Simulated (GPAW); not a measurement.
GPAW is run on YMg₅ (P-62m, 6 atoms in the cell), and the run fails. The aim is a self-consistent single point with DFT PBEsol, plane waves, GPAW PAW datasets PBEsol (made by gpaw-setup).

Input as run:

```python
from ase import Atoms
from ase.units import GPa
from gpaw import GPAW

atoms = Atoms(['Y', 'Mg', 'Mg', 'Mg', 'Mg', 'Mg'],
              cell=[[5.652245, 0.000000, 0.000000],
                    [-2.826122, 4.894988, 0.000000],
                    [0.000000, 0.000000, 5.079073]],
              positions=[[0.000000, 0.000000, 2.539537],
                         [-1.804027, 3.124667, 0.000000],
                         [3.608054, 0.000000, 0.000000],
                         [1.022096, 1.770321, 0.000000],
                         [2.826125, 1.631661, 2.539537],
                         [-0.000002, 3.263327, 2.539537]],
              pbc=True)

calc = GPAW(mode={'name': 'pw', 'ecut': 800},
            xc='PBEsol',
            kpts={'size': (4, 4, 4), 'gamma': True},
            occupations={'name': 'fermi-dirac', 'width': 0.05},
            nbands=-10,
            convergence={'density': 1e-05, 'energy': 1e-05},
            symmetry={'symmorphic': False, 'tolerance': 0.0005},
            maxiter=8,
            txt='-')

atoms.calc = calc

energy = atoms.get_potential_energy()
print('Energy (eV):', round(energy, 6))
forces = atoms.get_forces()
print('Forces (eV/Ang):')
print(forces.round(5))
stress = atoms.get_stress()
print('Stress (GPa, Voigt):', (stress / GPa).round(4))
```

Output, abridged:

```
     iter     time        total  log10-change:
                         energy   eigst   dens
iter:   1 --:--:--   -14.405586
iter:   2 --:--:--   -14.491652   -0.40  -1.57
iter:   3 --:--:--   -14.420549   -1.08  -1.59
iter:   4 --:--:--   -14.444460   -1.68  -1.95
iter:   5 --:--:--   -14.432989   -2.49  -2.28
iter:   6 --:--:--   -14.428592   -3.09  -2.61
iter:   7 --:--:--   -14.428170   -4.04  -3.17
iter:   8 --:--:--   -14.428084c  -4.45  -3.36

Did not converge!

Here are some tips:

1) Make sure the geometry and spin-state is physically sound.
2) Use less aggressive density mixing.
3) Solve the eigenvalue problem more accurately at each scf-step.
4) Use a smoother distribution function for the occupation numbers.
5) Try adding more empty states.
6) Use enough k-points.
7) Don't let your structure optimization algorithm take too large steps.
8) Solve the Poisson equation more accurately.
9) Better initial guess for the wave functions.

See details here:

    https://gpaw.readthedocs.io/documentation/convergence.html
Traceback (most recent call last):
   [... frames left out ...]
gpaw.KohnShamConvergenceError: Did not converge!  See text output for help.
```

Question: What is wrong, and how is it fixed?

Answer: The fault is an iteration limit that is too low. The loop is cut before its threshold is met, so whatever is printed at the end is not self-consistent. To fix it, raise the limit, or leave it to the default. The run ended unconverged after 8 iterations.

The sound input it was made from differs as follows (other fixes are possible):
```diff
-            maxiter=8,
+            maxiter=120,
```

With that input, the run converged in 19 iterations: free energy E − TS (from the program's reference atoms) -14.4380 eV; Fermi level (on the code's own zero) 4.48 eV; pressure 0.79 GPa; largest force (vector length) 0.008 eV/Å (DFT PBEsol, plane waves, GPAW PAW datasets PBEsol (made by gpaw-setup)).

On the sound input: the starting cell comes from a database of computed structures (which also holds hypothetical and non-ambient phases and stackings), without a prior relaxation at this level. Its lattice was rescaled by a random factor within 2.5 % of one.
